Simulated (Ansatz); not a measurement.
Density of states of CsPbCl$_{3}$ (Pm-3m) above the conduction band minimum, Ansatz (a first-principles code) with PBEsol with spin-orbit coupling, rigid bands; cell volume 177.3 Å³.

(energy from edge (eV), 10⁻³ states/eV/cell): (0.006, 5.21); (0.031, 12.2); (0.056, 17.9); (0.081, 23.4); (0.106, 29.2); (0.131, 35.6); (0.156, 42.4); (0.181, 50.1); (0.206, 55.8); (0.231, 64.0); (0.256, 73.5); (0.281, 81.3); (0.319, 94.0); (0.344, 106); (0.369, 116); (0.394, 128); (0.419, 139); (0.444, 151); (0.469, 164); (0.494, 177); (0.519, 191); (0.544, 210); (0.569, 221); (0.594, 240)

Question: What effective density of states at 300 K does this give (∫ g(E) exp(−E/k_BT) dE, both spins, divided by the cell's size)?

Answer: 1.5e18 cm⁻³, a density-of-states mass of 0.155 mₑ, valleys and band degeneracy included.

Geometry: cell and atoms relaxed with PBEsol.

CsPbCl3 (Pm-3m): a high-temperature phase held by its symmetry.
